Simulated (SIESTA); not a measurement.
SIESTA run on As (R-3m, 2 atoms in the cell): self-consistent single point.

Method of the run: GGA PBEsol, numerical atomic orbitals DZP, PseudoDojo PBEsol standard norm-conserving potentials (rewritten from UPF to PSML) run with SIESTA.

```
CELL_PARAMETERS angstrom
      1.85038     1.06831     3.65099
     -1.85038     1.06831     3.65099
      0.00000    -2.13663     3.65099
ATOMIC_POSITIONS crystal
  As 0.22443 0.22443 0.22443
  As 0.77557 0.77557 0.77557
```

Reference input (self-consistent single point, DFT, GGA PBE, numerical atomic orbitals DZP, PseudoDojo PBE standard norm-conserving potentials (rewritten from UPF to PSML)): XC.functional = GGA; XC.authors = PBE; potentials = PseudoDojo PBE standard; PAO.BasisSize = DZP; PAO.EnergyShift = 0.01 Ry; MeshCutoff = 400 Ry; kgrid.MonkhorstPack = 9 9 9; OccupationFunction = FD; ElectronicTemperature = 1160.45 K; MaxSCFIterations = 150; SCF.Mixer.Method = Pulay; SCF.Mixer.Weight = 0.25. This run's input differs from it in these lines:

```diff
@@ -1,2 +1,2 @@
-# files in the folder: As.psml (PseudoDojo PBE standard)
+# files in the folder: As.psml (PseudoDojo PBEsol standard)
 SystemName  As
@@ -22,3 +22,3 @@
 XC.functional                GGA
-XC.authors                   PBE
+XC.authors                   PBEsol
 PAO.BasisSize                DZP
```

Log, with long lists cut:

```
        iscf     Eharris(eV)        E_KS(eV)     FreeEng(eV)     dDmax    Ef(eV) dHmax(eV)
   scf:    1    -5763.188093    -5762.305326    -5762.313149  0.553941 -2.787866  1.869795
   scf:    2    -5762.462940    -5762.388529    -5762.396084  0.019435 -2.868822  1.236559
   scf:    3    -5762.454150    -5762.431212    -5762.438863  0.030867 -3.011771  0.166301
   scf:    4    -5762.433172    -5762.432391    -5762.439840  0.010801 -3.028257  0.010963
   scf:    5    -5762.432379    -5762.432385    -5762.439849  0.000688 -3.025815  0.005216
   scf:    6    -5762.432360    -5762.432373    -5762.439853  0.000254 -3.022717  0.000081
   scf:    7    -5762.432373    -5762.432373    -5762.439853  0.000019 -3.022712  0.000030
   scf:    8    -5762.432373    -5762.432373    -5762.439853  0.000001 -3.022713  0.000017
SCF Convergence by DM+H criterion
max |DM_out - DM_in|         :     0.0000012901
max |H_out - H_in|      (eV) :     0.0000165389
SCF cycle converged after 8 iterations

Using DM_out to compute the final energy and forces

siesta: E_KS(eV) =            -5762.4324

siesta: E_KS - E_eggbox =     -5762.4324

siesta: Atomic forces (eV/Ang):
     1   -0.000000   -0.000002    1.502104
     2   -0.000000    0.000002   -1.502104
   Tot   -0.000000   -0.000000    0.000000
   Max    1.502104
   Res    0.867240    sqrt( Sum f_i^2 / 3N )
   Max    1.502104    constrained

Stress tensor Voigt[x,y,z,yz,xz,xy] (kbar):      -85.92      -85.92      -24.65        0.00        0.00       -0.00
(Free)E + p*V (eV/cell)    -5760.6697
Target enthalpy (eV/cell)    -5762.4399

siesta: Program's energy decomposition (eV):
siesta: FreeEng =     -5762.439853

   [... lines left out ...]
siesta:    -0.053626    0.000000    0.000000
siesta:    -0.000000   -0.053625    0.000000
siesta:     0.000000    0.000000   -0.015385

siesta: Cell volume =         43.303344 Ang**3

siesta: Pressure (static):
siesta:                Solid            Molecule  Units
siesta:           0.00044522          0.00120544  Ry/Bohr**3
siesta:           0.04087861          0.11067799  eV/Ang**3
siesta:          65.49474854        177.32569246  kBar
```

The run converged in 8 iterations. Against the reference run the pressure goes from 9.94 to 6.55 GPa and the largest force goes from 1.581 to 1.502 eV/Å.

The starting cell comes from a database of computed structures (which also holds hypothetical and non-ambient phases and stackings), without a prior relaxation at this level. Its lattice was rescaled by a random factor within 2.5 % of one. Values carry the incompleteness of an atom-centred basis. With a pressure of about 7 GPa the cell is away from its equilibrium volume at this level. Forces in this geometry exceed 1 eV/Å.
